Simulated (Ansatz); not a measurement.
PbI2: alloy series

Take PbI₂ in the CdI2 type structure (space group P-3m1, No. 164; layered) as the base.

```cif
data_I2Pb
_chemical_formula_sum 'Pb1 I2'
_space_group_name_H-M_alt 'P-3m1'
_space_group_IT_number 164
_space_group_name_Hall '-P 3 2"'
_cell_length_a 4.43966
_cell_length_b 4.43966
_cell_length_c 6.74199
_cell_angle_alpha 90.000
_cell_angle_beta 90.000
_cell_angle_gamma 120.000
loop_
_atom_site_label
_atom_site_type_symbol
_atom_site_symmetry_multiplicity
_atom_site_Wyckoff_symbol
_atom_site_fract_x
_atom_site_fract_y
_atom_site_fract_z
_atom_site_occupancy
Pb1 Pb 1 a 0.00000 0.00000 0.00000 1
I1 I 2 d 0.33333 0.66667 0.28024 1
```

The other end (x = 1) is SiI2 in the CdI2 type structure (space group P-3m1, No. 164; a hypothetical phase, not in the database extracts checked): 30.70 Å³/atom, gap 1.25 eV; this end may not be an ambient phase.

Si replaces a fraction x of Pb; each row is one arrangement (x, atoms in the cell, starting space group or random), fully relaxed.

The values are results of PBEsol-D3(BJ)/PAW in Ansatz (a program for electronic structure), scalar-relativistic without spin-orbit coupling, earlier PAW set, not measurements.

Candidates:
(a) x(Si) = 0.5, 6 atoms, P2/m
(b) x(Si) = 0.5, 6 atoms, C2/m
(c) x(Si) = 0.5, 6 atoms, P-3m1

For the base:

The band gap is 1.92 eV.

Order them by band gap, highest first.

(a) x(Si) = 0.5, 6 atoms, P2/m (1.49 eV), (b) x(Si) = 0.5, 6 atoms, C2/m (1.46 eV), (c) x(Si) = 0.5, 6 atoms, P-3m1 (1.34 eV)

These are small ordered cells, not random alloys; other orderings at the same x differ. With I and Pb present, leaving out spin-orbit coupling can change the band edges. No phonon test of stability was made. The D3 term's C6 switches between coordination references near this geometry, which can add small steps to energies.
